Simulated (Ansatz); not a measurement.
Consider interstitial Li in zinc-blende BN, charge state +1. The step: a direct jump of one Li atom; the atom moves 1.57 Å along (0.25, 0.25, -0.25) of the unit cell; the moving atom starts with neighbours 6 B at 1.90; 4 N at 1.62 Å and ends with 4 B at 1.70; 6 N at 1.83 Å. DFT values are from Ansatz (plane-wave PAW, 420 eV unless said) in a cell of 64 host sites, spin-restricted, static, with no finite-size correction. The charge state is imposed; whether it is stable for some Fermi level was not computed. Sites that were not tried may lie lower. For the PBE band: the check of the saddle point's order was inconclusive, and it lies on a symmetry element of the cell, where a band can be held.

```
Level                                                                           Forward barrier (eV)  Cost of the band or of the saddle's single point
------------------------------------------------------------------------------  --------------------  ------------------------------------------------
CHGNet universal potential (has no charge state), its own band                                  0.34                                                 -
PBE, a 2×2×2 k-point mesh shifted by half a step, band relaxed                                  1.70                           roughly 29 core-minutes
PBE, a 3×3×3 k-point mesh shifted by half a step, same geometries                               1.70                    around 90 core-seconds (rough)
r2SCAN at 500 eV, a 2×2×2 k-point mesh shifted by half a step, same geometries                  1.77                    around 60 core-seconds (rough)
```

Ansatz is a first-principles code.
